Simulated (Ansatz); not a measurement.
## Pressure series in TiO2

Take TiO$_{2}$ in the rutile structure (space group P4_2/mnm, No. 136; a = 4.643 Å, c = 2.964 Å) as the base.

Cell and atoms are relaxed at each pressure.

All numbers come from Ansatz (a program for electronic structure), PBE, PAW, cutoff 420 eV, without spin-orbit coupling.

Notes on the quantities. enthalpy: H = E + PV relative to the base's energy.

```tsv
variant	shortest interatomic distance	width of the top valence band	enthalpy	density	electron mass
base	1.958 Å	1.56 eV	–	4.15 g/cm³	0.58 mₑ along c, 1.2 mₑ across (at Γ)
pressure −2 GPa	1.961 Å	1.53 eV	-0.13 eV/atom	4.11 g/cm³	0.58 mₑ along c, 1.2 mₑ across (at Γ)
pressure −1 GPa	1.960 Å	1.55 eV	-0.07 eV/atom	4.13 g/cm³	0.58 mₑ along c, 1.2 mₑ across (at Γ)
pressure 0.3 GPa	1.957 Å	1.56 eV	+0.02 eV/atom	4.16 g/cm³	0.58 mₑ along c, 1.2 mₑ across (at Γ)
pressure 0.7 GPa	1.957 Å	1.57 eV	+0.05 eV/atom	4.16 g/cm³	0.57 mₑ along c, 1.2 mₑ across (at Γ)
pressure 1.5 GPa	1.955 Å	1.58 eV	+0.10 eV/atom	4.18 g/cm³	0.57 mₑ along c, 1.1 mₑ across (at Γ)
pressure 3 GPa	1.953 Å	1.60 eV	+0.20 eV/atom	4.21 g/cm³	0.57 mₑ along c, 1.1 mₑ across (at Γ)
pressure 5 GPa	1.949 Å	1.61 eV	+0.33 eV/atom	4.25 g/cm³	0.56 mₑ along c, 1.1 mₑ across (at Γ)
pressure 7.5 GPa	1.945 Å	1.63 eV	+0.49 eV/atom	4.29 g/cm³	0.56 mₑ along c, 1.1 mₑ across (at Γ)
pressure 10 GPa	1.941 Å	1.65 eV	+0.65 eV/atom	4.34 g/cm³	0.55 mₑ along c, 1.1 mₑ across (at Γ)
```

The levels and masses belong to the bands next to the band gap. Load acts through the strain it causes; cell and atoms are relaxed under it. Masses are band curvatures over ±0.01 Å⁻¹ around the edge. Whether these cells are dynamically stable was not tested. Competing high-pressure phases were not computed. All final runs are without spin polarisation.
